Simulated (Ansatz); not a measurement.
An Ansatz (a first-principles code) run: W with a change (uniaxial strain ε_yy = +1.24 %); r2SCAN, PAW, 500 eV (Ansatz; scalar-relativistic without spin-orbit coupling).

Input:

Ansatz 0.2 input:
```yaml
crystal:
  lattice:
    - [-1.5844168744, 1.6040636436, 1.5844168744]
    - [1.5844168744, -1.6040636436, 1.5844168744]
    - [1.5844168744, 1.6040636436, -1.5844168744]
  atoms:
    - { symbol: W, position: [0, 0, 0] }
basis: { ecutwfc: 500, ecutrho_ratio: 4, xc_grid: 4, fft_grid_basis: typed }
kpoints: { mp_grid: { grid: [29, 29, 29] } }
hamiltonian:
  xc: r2scan
  dispersion: none
  pseudopotentials: { kind: paw }
scf: { occupations: { method: fermi_dirac, width: 0.1 }, convergence: { dr2_threshold: 0.0000000001 } }
relax: { f_tol: 0.005, max_steps: 50 }
output: { forces: true, stress: true }
checkpoint: { write: state.ck, write_every: 1000 }
```

Output (explanatory and most iteration lines left out):

```
Relaxation: its limit of steps is 50 (relax.max_steps)
Pseudopotential: W, paw, valence charge 14
Crystal: 1 atoms, lattice volume = 16.107 Å³
Basis set: ecut = 500 eV, 381 PW (Γ), exchange–correlation on 96×96×96 points (64 copies of the dense FFT grid, shifted against one another)
Bands: 11, of which v1, the nominal top of the filled ones, is band 7 counted from 1 (6 counted from 0)
Symmetry: 16 space group operations
Space group: I4/mmm (ITA 139), of the structure as read, at distance tolerance 2.5e-5 Å
k-points: 1800 of 24389
Functional: x = r2scan, c = r2scan; τ floored in thin density (d = 2e-4 eV/Å³)
SCF iter   1: F=—  HF=-10397.285283 eV  |F-HF|=—  |Δ(HF+E_count)|=         —  Δρ=6.23e-3  dr2=1.99e-3  dr2_τ=5.02e-2  ethr=1.77e-3  ⟨swp⟩=5.0  Hψ=116351  notcnv=0
SCF iter   2: F=—  HF=-10397.300937 eV  |F-HF|=—  |Δ(HF+E_count)|=   1.57e-2  Δρ=3.61e-3  dr2=4.75e-4  dr2_τ=1.19e-4  ethr=1.42e-5  ⟨swp⟩=2.4  Hψ=45644  notcnv=0
SCF 1 converged in 7 iterations: F = -10397.301559 eV  dr2 = 8.18e-12
relax step   1: F+E_penalty+E_count = -10397.30155929 eV  Δ(F+E_penalty+E_count) = +0.000e0 eV  max|allowed force component| = 0.000e0 eV/Å  Δτ_max = 0.0000 Å  (7 SCF iters, accepted)
Crystal: 1 atoms, lattice volume = 16.107 Å³
SCF iter   1: F=—  HF=-10397.301559 eV  |F-HF|=—  |Δ(HF+E_count)|=         —  Δρ=4.07e-7  dr2=8.18e-12  dr2_τ=2.09e-12  ethr=1.00e-12  ⟨swp⟩=1.0  Hψ=119860  notcnv=0
SCF iter   2: F=-10397.301559 eV  HF=-10397.301559 eV  |F-HF|=3.64e-12  |Δ(HF+E_count)|=  3.64e-12  Δρ=2.25e-7  dr2=2.46e-12  dr2_τ=3.09e-13  ethr=1.00e-12  ⟨swp⟩=3.6  Hψ=53291  notcnv=0
SCF 2 converged in 2 iterations: F = -10397.301559 eV  dr2 = 2.46e-12
SCF converged after 2 iterations
Free energy (F): -10397.301559 eV
Internal energy: -10397.287495 eV  (E = F + TS)
E sigma→0 (E₀):  -10397.294527 eV
Entropy (-TS):   -0.014065 eV (-14.065 meV/atom)
Fermi energy:    22.055869 eV
--- Forces (eV/Å), atoms counted from 1 ---
  atom   1  W      0.00000000     0.00000000     0.00000000
--- Stress (GPa, compression-positive) ---
       -2.455780       0.000000       0.000000
        0.000000      -6.535415      -0.000000
        0.000000      -0.000000      -2.455780
  P = ⅓ Tr σ = -3.8157 GPa (-38.157 kbar)
--- Relaxed structure (1 steps of the walk, 1 accepted, 0 SCFs on fresh bases) ---
  atoms:
    - { symbol: W, position: [0.0, 0.0, 0.0] }
```

Stability against distortions was not tested. All final runs are without spin polarisation. The cell was made from W in the bcc (W type) structure (space group Im-3m, No. 229) by this change: uniaxial strain ε_yy = +1.24 %.
